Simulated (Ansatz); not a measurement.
**Pd: pressure series**

Base system: Pd in the fcc (Cu type) structure (space group Fm-3m, No. 225).

```cif
data_Pd
_chemical_formula_sum 'Pd1'
_space_group_name_H-M_alt 'P 1'
_space_group_IT_number 1
_cell_length_a 2.74043
_cell_length_b 2.74043
_cell_length_c 2.74043
_cell_angle_alpha 60.000
_cell_angle_beta 60.000
_cell_angle_gamma 60.000
loop_
_space_group_symop_operation_xyz
  'x, y, z'
loop_
_atom_site_label
_atom_site_type_symbol
_atom_site_fract_x
_atom_site_fract_y
_atom_site_fract_z
_atom_site_occupancy
Pd1 Pd 0.00000 0.00000 0.00000 1
```

Cell and atoms are relaxed at each pressure.

Level of theory: PBEsol (Ansatz, a quantum-chemistry and plane-wave program; PAW; 420 eV plane waves; no spin-orbit coupling), earlier PAW set.

Notes on the quantities. enthalpy: H = E + PV relative to the base's energy.

```json
[
 {"change": "base", "volume per atom": "14.55 Å³", "enthalpy": "–"},
 {"change": "pressure −2 GPa", "volume per atom": "[?]", "enthalpy": "-0.18 eV/atom"},
 {"change": "pressure −1 GPa", "volume per atom": "14.63 Å³", "enthalpy": "-0.09 eV/atom"},
 {"change": "pressure 3 GPa", "volume per atom": "[?]", "enthalpy": "+0.27 eV/atom"},
 {"change": "pressure 7 GPa", "volume per atom": "14.10 Å³", "enthalpy": "+0.63 eV/atom"},
 {"change": "pressure 15 GPa", "volume per atom": "[?]", "enthalpy": "+1.32 eV/atom"},
 {"change": "pressure 30 GPa", "volume per atom": "13.05 Å³", "enthalpy": "+2.57 eV/atom"},
 {"change": "pressure 50 GPa", "volume per atom": "12.41 Å³", "enthalpy": "+4.15 eV/atom"},
 {"change": "pressure 75 GPa", "volume per atom": "11.80 Å³", "enthalpy": "+6.04 eV/atom"},
 {"change": "pressure 100 GPa", "volume per atom": "[?]", "enthalpy": "+7.84 eV/atom"}
]
```

Task: Fill in the withheld entries from the trend.

Result: 
- pressure −2 GPa, volume per atom: 14.70 Å³
- pressure 3 GPa, volume per atom: 14.35 Å³
- pressure 15 GPa, volume per atom: 13.68 Å³
- pressure 100 GPa, volume per atom: 11.32 Å³

Load acts through the strain it causes; cell and atoms are relaxed under it. No phonon test of stability was made. No other phases were tried under pressure. The final runs are not spin-polarised.
